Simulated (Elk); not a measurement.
Elk run on Cl2 (Cmce, 4 atoms in the cell): self-consistent single point.

Level of theory: PBE, all-electron FP-LAPW, Elk's shipped species files, default APW+lo basis in Elk.

The change in words: lattice scaled by 0.98. Reference geometry:
```
CELL_PARAMETERS angstrom
      3.23254    -2.03751     0.00000
      3.23254     2.03751     0.00000
      0.00000     0.00000     8.32090
ATOMIC_POSITIONS crystal
  Cl 0.88548 0.11452 0.60475
  Cl 0.11452 0.88548 0.39525
  Cl 0.61452 0.38548 0.10475
  Cl 0.38548 0.61452 0.89525
```

Reference input (self-consistent single point, DFT, PBE, all-electron FP-LAPW, Elk's shipped species files, default APW+lo basis): xctype = 20; swidth = 0.00183747 Ha; ngridk = 9 9 4; maxscl = 100. This run's input differs from it in these lines:

```diff
@@ -16,5 +16,5 @@
 avec
-    3.2325420000   -2.0375130000    0.0000000000
-    3.2325420000    2.0375130000    0.0000000000
-    0.0000000000    0.0000000000    8.3208970000
+    3.1678910000   -1.9967630000    0.0000000000
+    3.1678910000    1.9967630000    0.0000000000
+    0.0000000000    0.0000000000    8.1544790000
```

Output, abridged:

```
│ Self-consistent loop started │
│ Loop number : 1 │
 total energy                :     -1849.85136923
│ Loop number : 2 │
 total energy                :     -1849.84122552
RMS change in Kohn-Sham potential (target) :   0.4589781036     (  0.1000000000E-05)
Absolute change in total energy (target)   :   0.1014371340E-01 (  0.1000000000E-03)
│ Loop number : 3 │
 total energy                :     -1848.55147088
RMS change in Kohn-Sham potential (target) :   0.2650867289     (  0.1000000000E-05)
Absolute change in total energy (target)   :    1.292290563     (  0.1000000000E-03)
│ Loop number : 4 │
   [... lines left out ...]
Absolute change in total energy (target)   :   0.7779389834E-03 (  0.1000000000E-03)
│ Loop number : 12 │
 total energy                :     -1846.16988598
RMS change in Kohn-Sham potential (target) :   0.7374916939E-06 (  0.1000000000E-05)
Absolute change in total energy (target)   :   0.3275978029E-03 (  0.1000000000E-03)
│ Loop number : 13 │
 total energy                :     -1846.16987999
RMS change in Kohn-Sham potential (target) :   0.4631948767E-06 (  0.1000000000E-05)
Absolute change in total energy (target)   :   0.8789422304E-04 (  0.1000000000E-03)
Convergence targets achieved

│ Loop number : 14 │

Energies :
 Fermi                       :     0.721764242328E-01
 total energy                :     -1846.16987791

Density of states at Fermi energy :   0.5419502766E-07
 (states/Hartree/unit cell)

Estimated indirect band gap :   0.9390309971E-01
 from k-point      1 to k-point      1
Estimated direct band gap   :   0.9390309971E-01
 at k-point      1

Charges :
 core                        :    40.00000000
 valence                     :    28.00000000
 interstitial                :    10.66239186
 muffin-tins (core leakage)
  species :    1 (Cl)
   atom    1                 :    14.33440203     (  0.2834643594E-03)
   atom    2                 :    14.33440203     (  0.2834643594E-03)
   atom    3                 :    14.33440203     (  0.2834643594E-03)
   atom    4                 :    14.33440203     (  0.2834643594E-03)
 total in muffin-tins        :    57.33760814
 total calculated charge     :    67.97622754
 total charge                :    68.00000000
 error                       :   0.2377246367E-01

│ Self-consistent loop stopped │
```

The run converged in 14 iterations. The count includes the last loop, which Elk runs after its targets are met. Against the reference run the gap on the mesh goes from 2.342 to 2.555 eV.

The starting cell comes from a database of computed structures (which also holds hypothetical and non-ambient phases and stackings), without a prior relaxation at this level. Its lattice was rescaled by a random factor within 2.5 % of one. For this run, on top of that: lattice scaled by 0.98. Values depend on the basis (sphere radii, cutoffs, local orbitals), which need not be converged.

Cost on one core of a shared machine: roughly 2 min.
